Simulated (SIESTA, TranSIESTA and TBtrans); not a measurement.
Fe chain with one Ge atom in place of Fe

System: Fe chain with one Ge atom in place of Fe. Leads: straight Fe chain, spacing 2.385 Å. Geometry: 3 atoms about the centre moved by SIESTA (PBE, DZP) to a largest force of 0.03 eV/Å, all others as built, motion along the axis alone.

TranSIESTA and TBtrans, PBE, DZP numerical orbitals (energy shift 0.15 eV), PseudoDojo norm-conserving scalar-relativistic potentials, mesh cutoff 200 Ry, 300 K, spin-polarised (collinear), no spin-orbit coupling; self-consistent non-equilibrium Green functions.

| Quantity | Result |
|---|---|
| Conductance at 300 K (G0 = 2e²/h) | 1.07 |
| Thermopower (μV/K) | 5.6 |
| Mean T from −0.5 to 0.5 eV | 1.26 |
| Spin polarisation of the conductance, (up − down)/(up + down) | -0.13 |

Energies count from the leads' Fermi level. Transmissions are for each spin. The energy step is 0.01 eV; narrower resonances are cut or missed.

| E (eV) | T up | T down | lead channels up | down |
|---|---|---|---|---|
| -2.00 | 0.97 | 0.98 | 4 | 1 |
| -1.90 | 0.98 | 0.97 | 4 | 1 |
| -1.80 | 1.07 | 0.95 | 4 | 1 |
| -1.70 | 0.68 | 0.92 | 3 | 1 |
| -1.60 | 0.92 | 0.90 | 1 | 1 |
| -1.50 | 0.98 | 0.87 | 1 | 1 |
| -1.40 | 1.00 | 0.85 | 1 | 1 |
| -1.30 | 1.00 | 0.82 | 1 | 1 |
| -1.20 | 0.99 | 0.80 | 1 | 1 |
| -1.10 | 0.99 | 0.77 | 1 | 1 |
| -1.00 | 0.98 | 0.75 | 1 | 1 |
| -0.90 | 0.98 | 0.73 | 1 | 1 |
| -0.80 | 0.97 | 1.15 | 1 | band edge |
| -0.70 | 0.97 | 2.41 | 1 | 3 |
| -0.60 | 0.96 | 2.35 | 1 | 3 |
| -0.50 | 0.96 | 2.51 | 1 | band edge |
| -0.40 | 0.96 | 2.67 | 1 | 4 |
| -0.30 | 0.95 | 2.42 | 1 | 4 |
| -0.20 | 0.94 | 1.83 | 1 | 4 |
| -0.10 | 0.94 | 1.41 | 1 | 4 |
| 0.00 | 0.93 | 1.19 | 1 | 4 |
| 0.10 | 0.92 | 1.10 | 1 | 4 |
| 0.20 | 0.90 | 1.07 | 1 | 4 |
| 0.30 | 0.89 | 1.09 | 1 | band edge |
| 0.40 | 0.87 | 1.15 | 1 | band edge |
| 0.50 | 0.85 | 1.24 | 1 | band edge |
| 0.60 | 0.83 | 1.38 | 1 | 4 |
| 0.70 | 0.80 | 1.46 | 1 | 4 |
| 0.80 | 0.78 | 1.58 | 1 | 4 |
| 0.90 | 0.75 | 1.70 | 1 | 4 |
| 1.00 | 0.72 | 1.82 | 1 | 4 |
| 1.10 | 0.89 | 1.98 | 3 | 4 |
| 1.20 | 1.08 | 2.22 | 3 | 4 |
| 1.30 | 1.25 | 2.49 | 3 | 4 |
| 1.40 | 1.38 | 0.55 | 3 | 2 |
| 1.50 | 1.45 | 0.47 | 3 | 1 |
| 1.60 | 1.48 | 0.49 | 3 | 3 |
| 1.70 | 1.47 | 0.91 | 3 | 3 |
| 1.80 | 1.44 | 1.09 | 3 | 3 |
| 1.90 | 1.39 | 1.18 | 3 | 3 |
| 2.00 | 1.34 | 1.22 | 3 | 3 |

The magnetic order of the leads was set by the start, and no other order was tried; the separate lead runs end at 3.46 (left) and 3.46 (right) μB an atom. The straight chain is held at its spacing; free chains may zigzag or dimerise.
